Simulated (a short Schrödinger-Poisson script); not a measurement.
Solved with a short Schrödinger-Poisson script written for these runs: 1D Poisson equation in equilibrium, electrons quantum, Hartree (BenDaniel-Duke, 40 states a valley, the channel's in-plane mass for all, wave functions free to enter the barrier), parabolic valleys, classical holes, full ionisation, no traps, pinning or gate leakage.

Structure: gated Al0.4Ga0.6As/GaAs δ-doped gas in a quantum well, at 77 K.

From the gate side: 15 nm Al0.4Ga0.6As; 20 nm Al0.4Ga0.6As; 8 nm GaAs; 4000 nm Al0.4Ga0.6As, acceptors 3e14 cm⁻³.

Constants are typed, rounded textbook-type inputs, not results; the design itself was drawn at random and stands for no fabricated device. Al0.4Ga0.6As: permittivity 11.76, conduction-band edge (eV) 0.316, gap (eV) 1.923, electron mass (mₑ) 0.1002, Nv at 300 K (cm⁻³) 9e18. GaAs: permittivity 12.9, conduction-band edge (eV) 0, gap (eV) 1.424, Nv at 300 K (cm⁻³) 9e18.

Channel valleys (confinement mass, in-plane density-of-states mass, number): Γ 0.067, 0.067, 1. At the gate the conduction-band edge of layer 1 lies 1.07 eV − eVg above the Fermi level of the channel; the field vanishes at the back. Sheet of ionised δ-doping: +2e12 e/cm² at 15 nm from the gate. The barrier under the gate holds no holes. Gaps are held at their typed values at every temperature. Mesh 0.08 nm at interfaces.

Problem. Give the sheet density of all electrons at Vg = 0.5 V (cm⁻²); the gate voltage at 1e11 electrons/cm² (V); the lowest subband against the Fermi level at Vg = 0.5 V (meV).

Solution. sheet density of all electrons at Vg = 0.5 V (cm⁻²): 1.96e11; gate voltage at 1e11 electrons/cm² (V): 0.44; lowest subband against the Fermi level at Vg = 0.5 V (meV): -4.1.
